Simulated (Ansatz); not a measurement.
We consider In2O3 (model structure, started from the Nb2Se3 type, P3m1, No. 156, 5 atoms in the cell), described by PBEsol (PAW; Ansatz, a first-principles code).

Run with plane-wave cutoff 520 eV, 24×24×6 k mesh (along the axes of the cell as run), Fermi–Dirac smearing 0.05 eV, scalar-relativistic PAW data made under PBE.

Cell (relaxed at this level):

```xyz
5
Lattice="3.2624 0.0000 0.0000 -1.6312 2.8253 0.0000 0.0000 0.0000 7.7377" Properties=species:S:1:pos:R:3 pbc="T T T"
In     0.0000     0.0000     3.2562
In     0.0000     0.0000     6.4162
O      1.6312     0.9418     4.7400
O      0.0000     1.8835     2.4165
O      1.6312     0.9418     7.3515
```

Problem. What does this level give for the band gap?

Solution. 
- band gap = 0.48 eV (on the SCF k mesh)

Note: the relaxation could raise the start's symmetry but not lower it, so the cell can be a saddle point; the cell has widely spaced layers and the level no dispersion term, so their spacing and the moduli can rest on weak binding.

Spin–orbit coupling is not included.

Static lattice: no zero-point or thermal effects.

Computing time: about 60 core-minutes (a rough figure).

A model structure was made by putting elements into a prototype or built by hand; it is no filed structure, need not be a known phase, and can be a saddle point held by its symmetry.
